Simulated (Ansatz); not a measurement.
Consider the energy change on adding O to slab B from O2 (gas). Reaction: cell B + 1/2 O2 (gas) → cell A. Negative: the products are lower in energy.

Cell A: a stack of composition Ru20Si4O9 built on Ru (hcp, P6₃/mmc) (0001), with 20 atoms on that crystal's sites, 33 atoms, hexagonal cell of 5.40 Å (25.2 Å²), symmetry Cm within 0.02 Å, 16.1 Å thick under 16 Å of vacuum, in-plane vectors held at the crystal's, which may strain the added film; planes from bottom to top: Ru4 × 5 | O | O3 | Si2 | O2 | Si2 | O3, its two faces unlike (dipole correction applied); against B it holds O more, on a cell with four atoms a plane; spin state with PBE: run without spin, k-point mesh 8×8×1.
```xyz
33
Lattice="5.3989 0.0000 0.0000 2.6995 4.6756 0.0000 0.0000 0.0000 31.5999" Properties=species:S:1:pos:R:3 pbc="T T T"
Ru    -0.4243     0.2522     7.8700
Ru     2.2754     0.2448     7.8588
Ru     0.9191     2.5792     7.8700
Ru     3.6309     2.5793     7.8699
Ru     4.9745     1.8036     9.9161
Ru     2.2752     1.8083     9.9349
Ru     6.3287     4.1389     9.9349
Ru     3.6207     4.1389     9.9349
Ru    -0.4243     0.2448    12.0780
Ru     2.2753     0.2449    12.0406
Ru     0.9256     2.5829    12.0780
Ru     3.6245     2.5830    12.0781
Ru     4.9742     1.8038    14.1762
Ru     2.2748     1.8225    14.2366
Ru     6.3415     4.1315    14.2363
Ru     3.6083     4.1322    14.2366
Ru    -0.4246     0.1549    16.3438
Ru     2.2764     0.2443    16.2435
Ru     1.0033     2.6280    16.3438
Ru     3.5448     2.6290    16.3436
Si     7.4917     3.4674    20.1710
O      7.4865     3.4704    21.7938
Si     7.4900     3.4684    23.4158
Si     2.0944     0.3493    20.1794
O      2.0973     0.3477    21.7991
Si     2.0927     0.3503    23.4202
O      2.0949     1.9068    19.6596
O      2.0919     1.9098    23.9385
O      3.4414    -0.4284    19.6525
O      3.4422    -0.4288    23.9433
O      0.7459    -0.4299    19.6596
O      0.7418    -0.4288    23.9385
O      4.9701     1.8061    17.4902
```

Cell B: a stack of composition Ru20Si4O8 built on Ru (hcp, P6₃/mmc) (0001), with 20 atoms on that crystal's sites, 32 atoms, hexagonal cell of 5.40 Å (25.2 Å²), symmetry P3m1 within 0.02 Å, 15.5 Å thick under 16 Å of vacuum, in-plane vectors held at the crystal's, which may strain the added film; planes from bottom to top: Ru4 × 5 | O3 | Si2 | O2 | Si2 | O3, its two faces unlike (dipole correction applied); spin state with PBE: run without spin, k-point mesh 8×8×1.
```yaml
crystal:
  lattice:
    - [5.39895, 0.00000, 0.00000]
    - [2.69947, 4.67563, 0.00000]
    - [0.00000, 0.00000, 31.59992]
  atoms:
    - { symbol: Ru, position: [0.99981, 0.99981, 0.25513] }
    - { symbol: Ru, position: [0.50039, 0.99981, 0.25513] }
    - { symbol: Ru, position: [0.99981, 0.50039, 0.25513] }
    - { symbol: Ru, position: [0.50000, 0.50000, 0.25507] }
    - { symbol: Ru, position: [0.83347, 0.33326, 0.32064] }
    - { symbol: Ru, position: [0.33326, 0.33326, 0.32064] }
    - { symbol: Ru, position: [0.83333, 0.83333, 0.32056] }
    - { symbol: Ru, position: [0.33326, 0.83347, 0.32064] }
    - { symbol: Ru, position: [0.99988, 0.99988, 0.38836] }
    - { symbol: Ru, position: [0.50024, 0.99988, 0.38836] }
    - { symbol: Ru, position: [0.99988, 0.50024, 0.38836] }
    - { symbol: Ru, position: [0.50000, 0.50000, 0.38818] }
    - { symbol: Ru, position: [0.83298, 0.33351, 0.45618] }
    - { symbol: Ru, position: [0.33351, 0.33351, 0.45618] }
    - { symbol: Ru, position: [0.83333, 0.83333, 0.45624] }
    - { symbol: Ru, position: [0.33351, 0.83298, 0.45618] }
    - { symbol: Ru, position: [0.00077, 0.00077, 0.52173] }
    - { symbol: Ru, position: [0.49846, 0.00077, 0.52173] }
    - { symbol: Ru, position: [0.00077, 0.49846, 0.52173] }
    - { symbol: Ru, position: [0.50000, 0.50000, 0.52107] }
    - { symbol: Si, position: [0.83333, 0.83333, 0.62756] }
    - { symbol: O, position: [0.83333, 0.83333, 0.67887] }
    - { symbol: Si, position: [0.83333, 0.83333, 0.73019] }
    - { symbol: Si, position: [0.16667, 0.16667, 0.62752] }
    - { symbol: O, position: [0.16667, 0.16667, 0.67885] }
    - { symbol: Si, position: [0.16667, 0.16667, 0.73017] }
    - { symbol: O, position: [0.99997, 0.50007, 0.61153] }
    - { symbol: O, position: [0.00001, 0.49998, 0.74670] }
    - { symbol: O, position: [0.50007, 0.99997, 0.61153] }
    - { symbol: O, position: [0.49998, 0.00001, 0.74670] }
    - { symbol: O, position: [0.99997, 0.99997, 0.61153] }
    - { symbol: O, position: [0.00001, 0.00001, 0.74670] }
```

Reference: an isolated O2 molecule (triplet) in a box of 11 × 11 × 13 Å.

All numbers come from Ansatz (a program for electronic structure), plane waves with PAW, its PAW set soft_1, cutoff 420 eV, 500 eV for r2SCAN. The structures are at rest with PBE+D3(BJ), within the held lattices; other levels are single points on them. Neutral cells; Fermi-Dirac smearing of at most 0.10 eV in the solids, energies taken to zero width. The lattices are those relaxed with PBE+D3(BJ) or held as stated, so at other levels the solids can be strained, which adds to the spread. Larger cells are relaxed from a start prepared with the learned potential CHGNet, on a coarser mesh till forces fall under 0.03 eV/Å, which some starts already meet. A dispersion term (D3(BJ), or D4 for r2SCAN) was computed beside these levels and is taken off wherever the name lacks it. Space groups of crystals are read within 0.01 Å. Static lattices, no vibrational contributions. Cells are local rest points, mostly with their start's symmetry. The d electrons get no Hubbard U. Values are for these cell sizes. Cell A has symmetry Cm within 0.02 Å and got no random move, so less symmetric positions, which may lie lower, weren't tried. Cell B has symmetry P3m1 within 0.02 Å and got no random move, so less symmetric positions, which may lie lower, weren't tried.

**Question.** What value does r2SCAN+D4 give?

**Answer.** -3.12 eV, for cell B + 1/2 O2 (gas) → cell A.

**Question.** How does the value move with the functional?

**Answer.** 
```
Method      value (eV)  less r2SCAN+D4
----------  ----------  --------------
PBE              -2.97            0.15
PBE+D3(BJ)       -2.96            0.16
r2SCAN           -3.09            0.03
```

The levels shown span 0.16 eV, from r2SCAN+D4 (-3.12) to PBE+D3(BJ) (-2.96).
